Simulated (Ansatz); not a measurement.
**BN: response to strain**

Take BN in the wurtzite structure (space group P6_3mc, No. 186; a = 2.555 Å, c = 4.225 Å) as the base. Axes: x lies along a and z along c of the hexagonal cell.

Strains are applied to the cell and any free atomic positions relax; under biaxial strain the out-of-plane vector relaxes too.

Calculations: PBE (Ansatz, a quantum-chemistry and plane-wave program; PAW; 420 eV plane waves; spin-orbit coupling left out).

Notes on the quantities. pressure: mean of the normal stresses, compression positive.

| variant | band gap | out-of-plane strain | electron mass | pressure |
|---|---|---|---|---|
| base | 5.23 eV | – | 0.31 mₑ along c, 0.51 mₑ across (at K) | 0.00 GPa |
| biaxial strain −3.00 %, plane normal [001], relaxed out of plane | 4.92 eV | +0.35 % | 0.31 mₑ out of plane, 0.49 mₑ in plane (at K) | 24.04 GPa |
| biaxial strain −2.40 %, plane normal [001], relaxed out of plane | 4.99 eV | +0.28 % | 0.31 mₑ out of plane, 0.49 mₑ in plane (at K) | 18.70 GPa |
| biaxial strain −1.80 %, plane normal [001], relaxed out of plane | 5.06 eV | +0.21 % | 0.31 mₑ out of plane, 0.50 mₑ in plane (at K) | 13.64 GPa |
| biaxial strain −1.20 %, plane normal [001], relaxed out of plane | 5.12 eV | +0.14 % | 0.31 mₑ out of plane, 0.50 mₑ in plane (at K) | 8.84 GPa |
| biaxial strain −0.60 %, plane normal [001], relaxed out of plane | 5.18 eV | +0.07 % | 0.31 mₑ out of plane, 0.51 mₑ in plane (at K) | 4.30 GPa |

Effective masses come from finite differences of ±0.01 Å⁻¹. Stability against distortions was not tested.
